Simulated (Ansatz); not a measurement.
The starting structures come from a database of crystals and need not be the phases stable at ambient conditions.

Tunnelling through a barrier is set by its complex band structure: the current falls as exp(−2κd) with the smallest κ.

```xyz
16
Lattice="5.6803 0.0000 0.0000 0.0000 7.5709 0.0000 0.0000 0.0000 7.2450" Properties=species:S:1:pos:R:3 pbc="T T T"
Zn     2.6239     4.7947     4.4563
Zn     3.0564     2.7762     2.7887
Zn     0.2162     1.0093     2.7887
Zn     5.4640     6.5616     4.4563
Zn     5.4640     2.7762     6.4112
Zn     0.2162     4.7947     0.8338
Zn     3.0564     6.5616     0.8338
Zn     2.6239     1.0093     6.4112
As     4.9057     0.7644     0.5387
As     0.7745     6.8065     6.7063
As     3.6146     4.5498     6.7063
As     2.0656     3.0211     0.5387
As     2.0656     6.8065     3.0838
As     3.6146     0.7644     4.1612
As     0.7745     3.0211     4.1612
As     4.9057     4.5498     3.0838
```

Space group of this cell: Pbca. The cell is taken as given.

Transport runs along the normal of the first two printed cell vectors.

No gap correction and no spin-orbit coupling; mid-gap values are interpolated between computed energies.

**Question.** Estimate the band gap and the smallest decay constant κ at mid-gap that r2SCAN in Ansatz (a quantum-chemistry and plane-wave program) returns for this system.

**Answer.** Gap 0.88 eV on a 6×4×4 mesh; κ = 0.113 1/Å, at (0.500, 0.000) of the in-plane reciprocal vectors. At the zone centre, at the nearest computed energy, the slowest state has κ = 0.15 1/Å.
